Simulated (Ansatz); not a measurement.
Here is the system:

End structure of the (100) surface of rutile IrO2 in its 1x1 cell (cut with top plane O, bottom plane O), outermost plane spacing 0.87 Å in the ideal cut:

```yaml
crystal:
  lattice:
    - [3.17991, 0.00000, 0.00000]
    - [0.00000, 4.52920, 0.00000]
    - [0.00000, 0.00000, 27.00000]
  atoms:
    - { symbol: O, position: [0.00000, 0.63716, 0.29578] }
    - { symbol: Ir, position: [0.50000, 0.50129, 0.33105] }
    - { symbol: O, position: [0.00000, 0.28725, 0.36125] }
    - { symbol: O, position: [0.50000, 0.79121, 0.38632] }
    - { symbol: Ir, position: [0.00000, 0.00049, 0.41557] }
    - { symbol: O, position: [0.50000, 0.19938, 0.44698] }
    - { symbol: O, position: [0.00000, 0.69774, 0.46889] }
    - { symbol: Ir, position: [0.50000, 0.50000, 0.50000] }
    - { symbol: O, position: [0.00000, 0.30226, 0.53111] }
    - { symbol: O, position: [0.50000, 0.80062, 0.55302] }
    - { symbol: Ir, position: [0.00000, 0.99951, 0.58443] }
    - { symbol: O, position: [0.50000, 0.20879, 0.61368] }
    - { symbol: O, position: [0.00000, 0.71275, 0.63875] }
    - { symbol: Ir, position: [0.50000, 0.49871, 0.66895] }
    - { symbol: O, position: [0.00000, 0.36284, 0.70422] }
```

Slab: 15 atoms, Ir5O10, 10.8 Å thick at the start; k 12x8x1, smearing 0.1 eV, dipole-corrected; all atoms relaxed; held to the start's symmetry, so lower structures may exist; no spin, no spin-orbit, no U.

Task: What surface energy (mean of both faces) does PBE (Ansatz, a quantum-chemistry and plane-wave program) give?

Result: 1.91 J/m²

Task: Give the work function of the top face at the level PBE.

Result: 6.08 eV
